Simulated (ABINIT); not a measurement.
**Equation of state of zinc-blende BeTe (space group 216): energy against volume (ABINIT, PBE)**

```yaml
crystal:
  lattice:
    - [0.00000, 2.76495, 2.76495]
    - [2.76495, 0.00000, 2.76495]
    - [2.76495, 2.76495, 0.00000]
  atoms:
    - { symbol: Be, position: [0.00000, 0.00000, 0.00000] }
    - { symbol: Te, position: [0.75000, 0.75000, 0.75000] }
```

Level of theory: PBE, norm-conserving pseudopotentials (PseudoDojo nc-sr-05 PBE standard) (plane waves; ABINIT 10.0.3). Settings: pseudos = [Be.upf, Te.upf]; ecut = 57 Ha; ixc = 11; occopt = 3; tsmear = 0.01 eV; ngkpt = 10 10 10; nshiftk = 1; shiftk = 0 0 0; potentials = PseudoDojo nc-sr-05 PBE standard; nband = 15; kptopt = 1; nstep = 80; tolvrs = 1e-12. The cell above is the first row's. The rows scale it uniformly. In all rows fractional positions and the k mesh are held. E is the free energy at the stated smearing, counted from the lowest row.

```
V (Å^3/atom)  E (meV/atom)
------------  ------------
21.138               21.96
21.597               10.55
22.057                3.37
22.516                0.00
22.976                0.08
23.435                3.27
23.895                9.28
24.354               17.83
24.814                   ?
```

Fit E against V with the third-order Birch-Murnaghan form, a cubic in V^(-2/3), and predict the withheld value at V = 24.814.

With u = V^(-2/3) - 0.125, the rows have u = 0.005805, 0.003945, 0.002146, 0.000412, -0.001268, -0.002888, -0.004461, -0.005980. Least squares gives E = -0.284 + 451.0·u + 582122·u² + 38745·u³. Residuals (row less fit): 0.002, -0.007, 0.005, -0.001, 0.000, 0.002, -0.005, 0.002; standard error 0.005 (degrees of freedom: 4). Its minimum lies at u = -0.000387, so V0 = (0.124613)^(-3/2) = 22.73. There d²E/du² = 1164000 and d³E/du³ = 232500, so B0 = (4/9) × 22.73^(-7/3) × 1164000 × 0.160218 = 56.6 GPa (the last factor turns the table's units into GPa), and B0' = 4 + (2/3) × 0.124613 × (232500)/1164000 = 4.0. The program's pressures in the fitted runs (not shown) pass through zero at V = 22.73, 0.02 % from this V0. At the withheld row, u = -0.007456, so E = -0.284 + 451.0 × (-0.007456) + 582122 × (-0.007456)² + 38745 × (-0.007456)³ = 28.699 meV/atom. The calculation gives 28.68 meV/atom, 0.019 meV/atom below the prediction (0.1 % of the range of E in the table). The row lies outside the fitted rows, so this is an extrapolation. From the scatter of the fitted rows alone, a prediction at this place has a standard error of 0.013 meV/atom, so the miss is 1.5 times that.

Carrying the step between the two nearest rows on in a straight line would have given 26.40, off by 2.28; series whose last step already gives the withheld value aren't shown. The scan was laid around a cell of about the measured size, scaled by a guess for this functional. The runs keep the symmetry of the cell, so they don't test it for distortions. The PBE file for Te was generated anew from PseudoDojo's inputs, some of which were changed. Spin-orbit coupling is off. Cutoffs and mesh are single choices, not tested for convergence of this quantity. Series with a scatter that would blur these digits, or in which a gap closes, are not shown. Nor are scans whose minimum lies at an end fitted in this form.
